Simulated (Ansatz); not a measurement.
**BaTiO3: O on a Ba site (antisite), symmetric start**

The parent structure is a 15-atom supercell of BaTiO$_{3}$ in the cubic perovskite structure (space group Pm-3m, No. 221; a = 3.970 Å) at its relaxed geometry.

One thing is altered: one Ba atom is replaced by O, atoms relaxed at fixed cell.

Calculations: PBEsol (Ansatz, a first-principles code, PAW, no SOC), earlier PAW set. Γ-centred 4×5×5 mesh, Fermi–Dirac width 0.01 eV.

The pressure goes from zero to -4.5 GPa and the energy gained by relaxation comes out as 0.08 eV. The largest displacement of a host atom from its site in the perfect cell comes out as 0.08 Å and the mean distance from the defect site to its nearest host atoms grows by 0.026 Å (2.81 Å → 2.83 Å).

The magnetic state is the one reached from the starting moments; the real material's order can differ, and small cells can't hold many antiferromagnetic ones. The cell is small, so the values are those of an ordered compound at a high defect concentration; dilute-limit values will differ. A case with no gap was solved on a k-mesh chosen for an insulator, which is coarse for it. The defect started on the symmetric site and kept its symmetry, so it may sit on a saddle. No Hubbard U is applied, and correlation can decide whether such a compound is a metal. Spin-polarised in the final run: O on a Ba site (antisite); the other runs are not. Many cubic perovskites are stable only at high temperature; tilts and polar distortions were not tested. The defect cell is spin-polarised and ends with 4.0 μB. This is not the structure that BaTiO3 has at room temperature and ambient pressure.
